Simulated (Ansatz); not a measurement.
The parent structure is Cu in the fcc (Cu type) structure (space group Fm-3m, No. 225; a = 3.5184 Å; relaxed with 0.1 eV smearing). Axes: x, y, z lie along the cube axes.

Computed with Ansatz (a program for electronic structure) LDA, scalar-relativistic without spin-orbit coupling.

It is then changed as follows: every lattice vector is stretched by 3.00 %, atoms relaxed at fixed cell.

Question: Predict the stress tensor and what it implies for the stiffness.

Answer: Stress of the strained cell less that of the base (GPa, compression positive):
```
  -13.4     0.0     0.0
    0.0   -13.4     0.0
    0.0     0.0   -13.4
```

Then B = −ΔP/(ΔV/V₀) with ΔV/V₀ = 0.0927 gives secant stiffness values (nonlinear terms included at this strain): B ≈ 145 GPa.

As a check, the harmonic strain energy −½ V₀ Δσ:ε is 41 meV/atom; the computed energy rise is 46 meV/atom.

Stability against distortions was not tested. All final runs are without spin polarisation.
